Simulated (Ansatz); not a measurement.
The starting structures come from a database of crystals and need not be the phases stable at ambient conditions.

By PBEsol, the system below comes out a metal.

Data:

```yaml
crystal:
  lattice:
    - [4.14694, 0.00000, 0.00000]
    - [-2.07347, 3.59136, 0.00000]
    - [2.07347, 1.19712, 3.38596]
  atoms:
    - { symbol: Ni, position: [0.00000, 0.50000, 0.50000] }
    - { symbol: Ni, position: [0.50000, 0.75000, 0.75000] }
    - { symbol: Ni, position: [0.50000, 0.25000, 0.25000] }
    - { symbol: Sn, position: [0.00000, 0.00000, 0.00000] }
```

Space group of this cell: Fm-3m. The cell is taken as given; by PBEsol its mean pressure is -1.7 GPa.

The current flows along the normal of the first two printed cell vectors, the (111) plane of the conventional cell. No spin-orbit coupling; the value is a mean over 0.1 eV about the Fermi level.

Question: Predict the ballistic conductance per area from PBEsol (Ansatz, a first-principles code).

Answer: 1.1 × 10¹⁵ S/m² for both spins.
